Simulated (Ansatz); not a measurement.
Reference: NbP (Pm-3m), PBEsol, DFPT electron-phonon coupling, linearised Boltzmann equation (plane waves, PAW, scalar-relativistic; Ansatz, a program for electronic structure); geometry: relaxed with this functional, without spin-orbit coupling.

NbP is modelled in the cubic space group Pm-3m (No. 221), the CsCl type structure, Pearson symbol cP2. Conventional cell: a = 3.080 Å, b = 3.080 Å, c = 3.080 Å, α = 90.00°, β = 90.00°, γ = 90.00°. Nb on 1a is coordinated by 8 P at 2.667 Å and 6 Nb at 3.080 Å. P on 1b is surrounded by 8 Nb at 2.667 Å (cubic). (Neighbours: up to the widest gap in distance over summed covalent radii, below 1.35, at either atom; cation-cation and far metal-metal contacts left out.)

| Item | Value |
|---|---|
| resistivity at 300 K | 20 μΩ·cm |
| mean free path at 300 K | 6.1 nm |

Replace Nb by Mo on the same sites and relax. What happens?

MoP (Pm-3m): volume per atom 14.6 to 13.1 Å³; resistivity at 300 K falls (20 μΩ·cm to 9.7 μΩ·cm); mean free path at 300 K rises (6.1 nm to 7.3 nm).

Moves up to 11 % count as about the same. Metals; harmonic phonons alone scatter; means over directions. The mean free path is weighted by the current that each state carries. Halving the electron mesh moves these values by up to 8 %; q meshes are mostly untested. Spin-orbit coupling is left out.

Computed structure with no diffraction record at hand here (it may be known, metastable or hypothetical): MoP (Pm-3m), NbP (Pm-3m).
